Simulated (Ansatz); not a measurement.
B (space group R-3m, No. 166)

```yaml
crystal:
  lattice:
    - [2.43813, 1.40765, 4.16642]
    - [-2.43813, 1.40765, 4.16642]
    - [0.00000, -2.81531, 4.16642]
  atoms:
    - { symbol: B, position: [0.01061, 0.65384, 0.01061] }
    - { symbol: B, position: [0.98939, 0.34616, 0.98939] }
    - { symbol: B, position: [0.01061, 0.01061, 0.65384] }
    - { symbol: B, position: [0.98939, 0.98939, 0.34616] }
    - { symbol: B, position: [0.65384, 0.01061, 0.01061] }
    - { symbol: B, position: [0.34616, 0.98939, 0.98939] }
    - { symbol: B, position: [0.22159, 0.62980, 0.22159] }
    - { symbol: B, position: [0.77841, 0.37020, 0.77841] }
    - { symbol: B, position: [0.22159, 0.22159, 0.62980] }
    - { symbol: B, position: [0.77841, 0.77841, 0.37020] }
    - { symbol: B, position: [0.62980, 0.22159, 0.22159] }
    - { symbol: B, position: [0.37020, 0.77841, 0.77841] }
```

The values are results of PBEsol (Ansatz, a quantum-chemistry and plane-wave program), no spin-orbit coupling, not measurements. Settings: 7×7×7 k-points, 0.05 eV Fermi–Dirac smearing.

The volume per atom is 7.15 Å³. The density comes out as 2.51 g/cm³ and the band gap is 1.34 eV (uncertain: the edges found on the path are not clean extrema). The total energy comes out as -152.668 eV/atom (σ→0; compares only within this code and set-up).

Stability against distortions was not tested.
